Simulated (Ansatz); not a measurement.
Ansatz (a quantum-chemistry and plane-wave program) run on Li2Al (Cm, 6 atoms in the cell): self-consistent single point

Computed with PBEsol, default PAW files made with PBE (plane waves; Ansatz).

Input as run:

Ansatz 0.2 input:
```yaml
crystal:
  lattice:
    - [2.29916700, -4.84774000, 0.00000000]
    - [2.29916700, 4.84774000, 0.00000000]
    - [0.00000000, 0.00000000, 4.44419300]
  atoms:
    - { symbol: Li, position_ang: [2.29916700, 2.50734808, 1.16104987] }
    - { symbol: Li, position_ang: [2.29916700, -2.50734808, 3.33314475] }
    - { symbol: Li, position_ang: [2.29916700, -0.87123583, 1.11104825] }
    - { symbol: Li, position_ang: [2.29916700, 0.87123583, 3.33314475] }
    - { symbol: Al, position_ang: [2.29916700, -4.12077291, 1.11104825] }
    - { symbol: Al, position_ang: [2.29916700, 4.12077291, 3.33314475] }
basis:
  ecutwfc: 420.0
kpoints:
  mp_grid: { grid: [7, 7, 7] }
hamiltonian:
  xc: pbesol
  pseudopotentials: { kind: paw }
scf:
  occupations: { method: gaussian, width: 0.1 }
output:
  forces: true
  eigenvalues: true
  stress: true
```

Output, abridged:

```
WARN ansatz: RAYON_NUM_THREADS=1 ignored (pool sized by the plan → 1); use --threads N
Pseudopotentials: kind: paw
Pseudopotential: Li, paw, valence charge 3
Pseudopotential: Al, paw, valence charge 3
Crystal: 6 atoms, lattice volume = 99.068 Å³
Basis set: ecut = 420 eV, 1941 PW (Γ), exchange–correlation on 72×72×60 points (8 copies of the dense FFT grid, shifted against one another)
Bands: 15, of which v1, the nominal top of the filled ones, is band 9 counted from 1 (8 counted from 0)
Symmetry: 2 space group operations
Space group: Cm (ITA 8), of the structure as read, at distance tolerance 4.6e-5 Å
k-points: 100 of 343 (time reversal used)
PAW frozen core: Al, regenerated for the run's functional, and the local potential with it
Initial density: superposition of atomic densities (neutral atoms: chi_scale 0, normalization atom), corrected by the library's trained network
Initial wavefunctions: pseudopotential atomic-orbital guess
Eigensolver: davidson
Functional: x = pbesol(κ = 0.804, μ = 0.12345679012345678), c = pbesol(β = 0.046)
SCF iter   1: F=—  HF=-1862.037585 eV  |F-HF|=—  |Δ(HF+E_count)|=         —  Δρ=2.16e-3  dr2=6.71e-3  ethr=1.77e-3  ⟨swp⟩=6.0  Hψ=9289  notcnv=0  defer=3
all-band conjugate gradients solve this SCF's bands
preconditioner: auto → Kerker (q_TF=auto, 2.053 Å⁻¹)
SCF iter   2: F=—  HF=-1862.034003 eV  |F-HF|=—  |Δ(HF+E_count)|=   3.58e-3  Δρ=1.24e-3  dr2=2.84e-3  ethr=3.73e-5  ⟨swp⟩=1.1  Hψ=2346  notcnv=0  defer=4
SCF iter   3: F=—  HF=-1862.032849 eV  |F-HF|=—  |Δ(HF+E_count)|=   1.15e-3  Δρ=2.54e-4  dr2=1.35e-4  ethr=1.58e-5  ⟨swp⟩=2.8  Hψ=2303  notcnv=0  defer=4
SCF iter   4: F=—  HF=-1862.032816 eV  |F-HF|=—  |Δ(HF+E_count)|=   3.32e-5  Δρ=4.78e-5  dr2=4.52e-6  ethr=7.52e-7  ⟨swp⟩=2.4  Hψ=1774  notcnv=0  defer=4
SCF iter   5: F=—  HF=-1862.032860 eV  |F-HF|=—  |Δ(HF+E_count)|=   4.39e-5  Δρ=1.06e-5  dr2=1.64e-7  ethr=2.51e-8  ⟨swp⟩=2.5  Hψ=1835  notcnv=0  defer=4
SCF iter   6: F=-1862.032860 eV  HF=-1862.032860 eV  |F-HF|=2.21e-9  |Δ(HF+E_count)|=   3.70e-8  Δρ=1.42e-6  dr2=4.31e-9  ethr=5.56e-10  ⟨swp⟩=7.4  Hψ=6856  notcnv=0
SCF 1 converged in 6 iterations: F = -1862.032860 eV  dr2 = 4.31e-9
SCF converged after 6 iterations
Free energy (F): -1862.032860 eV
Harris-Foulkes:  -1862.032860 eV  (|F-HF|=2.21e-9)
Internal energy: -1862.028439 eV  (E = F + TS)
E sigma→0 (E₀):  -1862.030649 eV
Entropy (-TS):   -0.004421 eV (-0.737 meV/atom)
Fermi energy:    3.388481 eV
--- Per-component energies (eV) ---
  E_band       = -329.619025
  E_kinetic    = 130.062821
  E_local      = -483.167615  (includes V_loc(G=0)·N_el)
  E_nonlocal   = -111.166687
  E_hartree    = 149.418525
  E_xc         = -118.654992
  E_vxc        = -110.007552  (∫ρ·V_xc dr)
  E_paw        = -988.091504  (= ΣΔE_a)
  E_vpaw       = -54.177118  (= ΣTr[D̂ρ^β])
  E_aug_tail   = 0.000031  (compensation charges beyond the density's cutoff)
  E_ewald      = -440.467295
  E_core_change = 0.038278  (= ΣΔE_core)
  E_smearing   = -0.004421  (= −TS)
  E_closure    = 0.000000  (closes the sum)
  Σ components = -1862.032860   (vs F -1862.032860, Δ=0.00e0)
--- Forces (eV/Å), atoms counted from 1 ---
  atom   1  Li     0.00000000    -0.00830038    -0.14491242
  atom   2  Li     0.00000000     0.00573558     0.01027411
  atom   3  Li     0.00000000     0.01350306     0.00243214
  atom   4  Li     0.00000000    -0.01582358     0.04423945
  atom   5  Al     0.00000000     0.06804008     0.01038786
  atom   6  Al     0.00000000    -0.06315472     0.07757961
  max |Σ_I F_I| component: 7.56e-7 eV/Å
--- Stress (GPa, compression-positive) ---
       -0.728193       0.000000       0.000000
        0.000000      -0.450188       0.037976
        0.000000       0.037976      -0.715049
  P = ⅓ Tr σ = -0.6311 GPa (-6.311 kbar)
  The stress holds the Pulay correction. Without it, at fixed plane waves, as pw.x and ABINIT print it: P = -0.6524 GPa
--- Band table (eV; the first three rows and the last of 100) ---
  k-point 0: bands = ["-42.0524", "-42.0342", "-41.8654", "-41.8595", "-3.7447", "1.4302", "2.1516", "2.4902", "3.0976", "4.2113", "4.7570", "5.4969", "6.1949", "8.0091", "8.1280"]
  k-point 1: bands = ["-42.0514", "-42.0350", "-41.8652", "-41.8599", "-3.6088", "0.7665", "2.1499", "2.5702", "3.2422", "4.3588", "5.4331", "5.7391", "5.9141", "7.4697", "7.8702"]
  k-point 2: bands = ["-42.0487", "-42.0373", "-41.8647", "-41.8609", "-3.2028", "-0.4659", "2.4353", "2.7885", "3.6750", "4.7936", "5.0991", "5.1880", "6.7627", "6.7915", "7.2368"]
  k-point 99: bands = ["-42.0492", "-42.0371", "-41.8653", "-41.8599", "-3.1703", "-0.8244", "1.9188", "2.2300", "3.5412", "5.2352", "6.0878", "6.6296", "7.0957", "7.7944", "8.0788"]
```

The run converged in 6 iterations.

The starting cell comes from a database of computed structures (which also holds hypothetical and non-ambient phases and stackings), without a prior relaxation at this level. Its lattice was rescaled by up to half a per cent. One atom was moved a little off its site on purpose. Ansatz's pressure includes its estimate of the finite-basis (Pulay) stress.
